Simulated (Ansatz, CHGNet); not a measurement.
# Fluorite AuAl₂: formation enthalpy by level of theory

No measured value is used here.

```json
[
 {"level (code)": "CHGNet-r²SCAN", "value (eV/atom)": "-0.507"},
 {"level (code)": "LDA (Ansatz)", "value (eV/atom)": "-0.498"},
 {"level (code)": "PBE (Ansatz)", "value (eV/atom)": "-0.434"},
 {"level (code)": "PBE-D3(BJ) (Ansatz)", "value (eV/atom)": "___"},
 {"level (code)": "rVV10 (Ansatz)", "value (eV/atom)": "___"},
 {"level (code)": "r²SCAN-D4 (Ansatz)", "value (eV/atom)": "___"},
 {"level (code)": "r²SCAN+rVV10 (Ansatz)", "value (eV/atom)": "-0.457"},
 {"level (code)": "B3LYP (VWN-RPA form) (Ansatz)", "value (eV/atom)": "-0.592"},
 {"level (code)": "HSE06 (Ansatz)", "value (eV/atom)": "-0.459"},
 {"level (code)": "r²SCAN0 (Ansatz)", "value (eV/atom)": "-0.525"},
 {"level (code)": "r²SCANh (Ansatz)", "value (eV/atom)": "-0.505"}
]
```

**Question.** Some entries are withheld; supply them.

**Answer.** 
- PBE-D3(BJ) (Ansatz, a first-principles code), value (eV/atom): -0.386
- rVV10 (Ansatz), value (eV/atom): -0.377
- r²SCAN-D4 (Ansatz), value (eV/atom): -0.466

Density-functional levels without +SOC have no spin–orbit coupling, which shifts binding energies of heavy elements. B3LYP (VWN-RPA form): an element that serves as reference has a cell well above its measured volume. HSE06: exact exchange on metals is sensitive to the k mesh and can open a false gap. HSE06: the run warned that the count of filled bands differs between k points. Each level is taken at its own relaxed cell. Cutoffs and k meshes differ between the levels. Ansatz's density-functional and Hartree–Fock values are scalar-relativistic unless marked +SOC, with PAW data made under PBE.

Machine-learned potentials (CHGNet-r²SCAN) are trained on DFT data: a solid inside that data is no test of them.
